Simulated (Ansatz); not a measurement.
Start from Cu in the fcc (Cu type) structure (space group Fm-3m, No. 225; relaxed with 0.1 eV smearing).

```xyz
1
Lattice="0.0000 1.8149 1.8149 1.8149 0.0000 1.8149 1.8149 1.8149 0.0000" Properties=species:S:1:pos:R:3 pbc="T T T"
Cu     0.0000     0.0000     0.0000
```

Level of theory: Ansatz (an electronic-structure program), PBE, PAW, cutoff 420 eV, no SOC.

For the base:

| Quantity | Result |
|---|---|
| Pressure | 0.0 GPa |

Modification: the cell is scaled by 0.9935 in all directions, atoms relaxed at fixed cell.

Predict the new energy relative to the base and pressure.

The energy goes up by 2.1 meV/atom; the pressure goes from zero to 2.9 GPa.

The cells carry an imposed strain or load. Whether these cells are dynamically stable was not tested. All final runs are without spin polarisation.
